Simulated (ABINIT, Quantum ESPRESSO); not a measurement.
An ABINIT input for a self-consistent single point of BeSe (F-43m, 2 atoms in the cell) (DFT, PBE, spin-orbit coupling, plane waves, norm-conserving pseudopotentials (PseudoDojo nc-fr-04 PBE standard)):

```
# BeSe, PseudoDojo nc-fr-04 PBE standard
pp_dirpath "./"
pseudos "Be.upf, Se.upf"
acell 3*1.0 Angstrom
rprim
        -0.0000000000    2.5700000000    2.5700000000
         2.5700000000   -0.0000000000    2.5700000000
         2.5700000000    2.5700000000   -0.0000000000
natom 2
ntypat 2
znucl 4 34
typat 1 2
xred
         0.0000000000    0.0000000000    0.0000000000
         0.2500000000    0.2500000000    0.2500000000
ecut 44
nspinor 2
nspden 1
occopt 3
tsmear 0.00183747
nband 34
kptopt 1
ngkpt 9 9 9
nshiftk 1
shiftk 0 0 0
nstep 50
tolvrs 1.0e-10
prtwf 0
prtden 0
prtvol 1
```

Q: Translate this input to Quantum ESPRESSO.

A: This is the input that was run; spellings and numerical settings could be chosen otherwise.

```fortran
&CONTROL
 calculation = 'scf'
 prefix = 'pwscf'
 outdir = './tmp/'
 pseudo_dir = './'
 tprnfor = .true.
 tstress = .true.
/
&SYSTEM
 ibrav = 0
 nat = 2
 ntyp = 2
 ecutwfc = 40
 ecutrho = 240
 occupations = 'smearing'
 smearing = 'fd'
 degauss = 0.0036749
 noncolin = .true.
 lspinorb = .true.
/
&ELECTRONS
 conv_thr = 1.0d-10
/
ATOMIC_SPECIES
Be     9.0122  Be.rel-pbe-n-kjpaw_psl.1.0.0.UPF
Se    78.9710  Se.rel-pbe-n-kjpaw_psl.1.0.0.UPF
ATOMIC_POSITIONS {bohr}
Be    0.0000000000    0.0000000000    0.0000000000
Se    2.4282980701    2.4282980701    2.4282980701
K_POINTS {automatic}
9 9 9  0 0 0
CELL_PARAMETERS {angstrom}
   0.0000000000     2.5700000000     2.5700000000
   2.5700000000     0.0000000000     2.5700000000
   2.5700000000     2.5700000000     0.0000000000
```

Basis settings and potentials, where a program has them, do not carry over. This input uses DFT, PBE, spin-orbit coupling, plane waves, PSlibrary fully relativistic PAW (PBE) pseudopotentials. Both were run: pressure 1.89 GPa in ABINIT and 1.74 in Quantum ESPRESSO; gap on the mesh 2.563 eV in ABINIT and 2.550 in Quantum ESPRESSO.

On Quantum ESPRESSO: the starting cell has typed, rounded lattice constants, without a prior relaxation at this level.

On ABINIT: the starting cell has typed, rounded lattice constants, without a prior relaxation at this level.
